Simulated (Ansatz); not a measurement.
An Ansatz (a program for electronic structure) run: GaCuSe2 with a change (uniaxial strain ε_xx = +2.25 %); Ansatz, LDA, PAW, cutoff 420 eV, scalar-relativistic without spin-orbit coupling.

Input:

Ansatz 0.2 input:
```yaml
crystal:
  lattice:
    - [-2.8161549063, 2.7541857274, 5.4807529361]
    - [2.8161549063, -2.7541857274, 5.4807529361]
    - [2.8161549063, 2.7541857274, -5.4807529361]
  atoms:
    - { symbol: Ga, position: [0.5, 0.5, 0] }
    - { symbol: Ga, position: [0.25, 0.75, 0.5] }
    - { symbol: Cu, position: [0, 0, 0] }
    - { symbol: Cu, position: [0.75, 0.25, 0.5] }
    - { symbol: Se, position: [0.875, 0.8841180779, 0.5091180779] }
    - { symbol: Se, position: [0.1158819221, 0.625, 0.9908819221] }
    - { symbol: Se, position: [0.375, 0.3658819221, 0.4908819221] }
    - { symbol: Se, position: [0.6341180779, 0.125, 0.0091180779] }
basis: { ecutwfc: 420, ecutrho_ratio: 4, xc_grid: 2, fft_grid_basis: typed }
kpoints: { mp_grid: { grid: [9, 9, 9] } }
hamiltonian:
  xc: lda
  dispersion: none
  pseudopotentials: { kind: paw }
scf: { occupations: { method: fermi_dirac, width: 0.05 }, convergence: { dr2_threshold: 0.0000000008 } }
relax: { f_tol: 0.005, max_steps: 50 }
output: { forces: true, stress: true }
checkpoint: { write: state.ck, write_every: 1000 }
```

Output (explanatory and most iteration lines left out):

```
Relaxation: its limit of steps is 50 (relax.max_steps)
Pseudopotential: Ga, paw, valence charge 13
Pseudopotential: Cu, paw, valence charge 19
Pseudopotential: Se, paw, valence charge 16
Crystal: 8 atoms, lattice volume = 170.040 Å³
Basis set: ecut = 420 eV, 3323 PW (Γ), exchange–correlation on 96×96×96 points (8 copies of the dense FFT grid, shifted against one another)
Bands: 77, of which v1, the nominal top of the filled ones, is band 64 counted from 1 (63 counted from 0)
Symmetry: 4 space group operations
Space group: I212121 (ITA 24), of the structure as read, at distance tolerance 5.5e-5 Å
k-points: 125 of 729 (time reversal used)
Functional: x = slater, c = lda
SCF iter   1: F=—  HF=-42062.067950 eV  |F-HF|=—  |Δ(HF+E_count)|=         —  Δρ=1.09e-2  dr2=1.07e-1  ethr=1.77e-3  ⟨swp⟩=6.0  Hψ=34025  notcnv=0  defer=11
SCF iter   2: F=—  HF=-42062.072679 eV  |F-HF|=—  |Δ(HF+E_count)|=   4.73e-3  Δρ=9.68e-3  dr2=1.10e-1  ethr=8.36e-5  ⟨swp⟩=2.0  Hψ=20014  notcnv=0  defer=740
SCF 1 converged in 10 iterations: F = -42062.045741 eV  dr2 = 4.56e-11
relax step   1: F+E_penalty+E_count = -42062.04574123 eV  Δ(F+E_penalty+E_count) = +0.000e0 eV  max|allowed force component| = 5.720e-2 eV/Å  Δτ_max = 0.0000 Å  (10 SCF iters, accepted)
Crystal: 8 atoms, lattice volume = 170.040 Å³
SCF iter   1: F=—  HF=-42062.046202 eV  |F-HF|=—  |Δ(HF+E_count)|=         —  Δρ=4.75e-4  dr2=2.85e-4  ethr=2.28e-7  ⟨swp⟩=2.0  Hψ=26229  notcnv=0  defer=755
SCF iter   2: F=—  HF=-42062.046129 eV  |F-HF|=—  |Δ(HF+E_count)|=   7.28e-5  Δρ=2.54e-4  dr2=7.45e-5  ethr=2.23e-7  ⟨swp⟩=2.0  Hψ=11328  notcnv=0  defer=755
SCF 2 converged in 9 iterations: F = -42062.046129 eV  dr2 = 9.57e-11
relax step   2: F+E_penalty+E_count = -42062.04612911 eV  Δ(F+E_penalty+E_count) = -3.879e-4 eV  max|allowed force component| = 1.004e-2 eV/Å  Δτ_max = 0.0062 Å  (9 SCF iters, accepted)
Crystal: 8 atoms, lattice volume = 170.040 Å³
SCF iter   1: F=—  HF=-42062.046109 eV  |F-HF|=—  |Δ(HF+E_count)|=         —  Δρ=9.84e-5  dr2=1.16e-5  ethr=6.50e-8  ⟨swp⟩=2.5  Hψ=16289  notcnv=0  defer=755
SCF iter   2: F=—  HF=-42062.046103 eV  |F-HF|=—  |Δ(HF+E_count)|=   6.26e-6  Δρ=7.03e-5  dr2=5.14e-6  ethr=9.06e-9  ⟨swp⟩=2.0  Hψ=13230  notcnv=0  defer=755
SCF 3 converged in 7 iterations: F = -42062.046148 eV  dr2 = 3.72e-10
relax step   3: F+E_penalty+E_count = -42062.04614770 eV  Δ(F+E_penalty+E_count) = -1.859e-5 eV  max|allowed force component| = 1.978e-3 eV/Å  Δτ_max = 0.0012 Å  (7 SCF iters, accepted)
SCF converged after 7 iterations
Free energy (F): -42062.046148 eV
Internal energy: -42062.045616 eV  (E = F + TS)
E sigma→0 (E₀):  -42062.045882 eV
Entropy (-TS):   -0.000532 eV (-0.066 meV/atom)
Fermi energy:    8.948922 eV
--- Forces (eV/Å), atoms counted from 1 ---
  atom   1  Ga     0.00000000     0.00000000    -0.00018734
  atom   2  Ga     0.00000000     0.00000000     0.00018734
  atom   3  Cu     0.00000000     0.00000000     0.00142373
  atom   4  Cu     0.00000000     0.00000000    -0.00142373
  atom   5  Se    -0.00009944    -0.00000000     0.00000000
  atom   6  Se     0.00000000     0.00197803     0.00000000
  atom   7  Se     0.00009944     0.00000000     0.00000000
  atom   8  Se     0.00000000    -0.00197803     0.00000000
--- Stress (GPa, compression-positive) ---
       -2.299928       0.000000       0.000000
        0.000000      -1.332098       0.000000
        0.000000       0.000000      -1.323855
  P = ⅓ Tr σ = -1.6520 GPa (-16.520 kbar)
--- Relaxed structure (3 steps of the walk, 3 accepted, 0 SCFs on fresh bases) ---
  atoms:
    - { symbol: Ga, position: [0.4996939620229069, 0.4996939620229069, 1.0685724465557805e-36] }
    - { symbol: Ga, position: [0.250306037977093, 0.750306037977093, 0.49999999999999994] }
    - { symbol: Cu, position: [0.0003280297635420634, 0.0003280297635420634, 1.0685724465557805e-36] }
    - { symbol: Cu, position: [0.7496719702364579, 0.24967197023645787, 0.49999999999999994] }
    - { symbol: Se, position: [0.8749999999999999, 0.8828125519878633, 0.5078125519878633] }
    - { symbol: Se, position: [0.11545529632437179, 0.6249999999999999, 0.9904552963243719] }
    - { symbol: Se, position: [0.37499999999999994, 0.36718744801213654, 0.49218744801213654] }
    - { symbol: Se, position: [0.6345447036756281, 0.12499999999999997, 0.00954470367562818] }
```

Stability against distortions was not tested. All final runs are without spin polarisation. The cell was made from GaCuSe₂ in the chalcopyrite structure (space group I-42d, No. 122) by this change: uniaxial strain ε_xx = +2.25 %.
